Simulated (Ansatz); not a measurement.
Start from GaS (space group P6_3/mmc, No. 194; layered, stacked along the Cartesian z axis).

Calculations: plane-wave PAW DFT at the PBEsol-D3(BJ) level (Ansatz, a program for electronic structure, 420 eV), no SOC.

Measured: band gap 2.5 eV (temperature not stated; as listed in Manish Kothakonda et al., ACS Materials Au (2022)).

### Question
What do the calculations give for these quantities, and how do they miss?

### Answer
```csv
level,band gap
PBEsol-D3(BJ),1.29 eV
```

Computed minus measured — band gap: PBEsol-D3(BJ) -1.21 eV. Measured values not marked as corrected hold thermal and zero-point effects that the static-lattice runs lack. A measured gap can be an optical one, lowered by exciton binding. Levels without spin-orbit coupling miss its effect on the gap.

No phonon test of stability was made.
